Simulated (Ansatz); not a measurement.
Base system: MoSi2 (space group I4/mmm, No. 139; a = 3.1903 Å, c = 7.8225 Å; relaxed with 0.1 eV smearing). Axes: x, y, z lie along a, b, c of the conventional cell.

Method: Kohn–Sham DFT with the PBEsol functional, run in Ansatz (an electronic-structure program) with PAW and 420 eV plane waves, no SOC, earlier PAW set.

For the base:

* **Band gap**: zero

Modification: uniaxial stress, 1 GPa tension along x, with the cell and atoms free to relax against it.

Task: How does this affect the strain response?

Result: The strain response (xx, yy, zz) amounts to (+0.27, −0.07, −0.04) %.

Task: Predict the new band gap.

Result: The band gap stays zero.

Beyond what the load breaks, stability against distortions was not tested. The final runs are not spin-polarised.
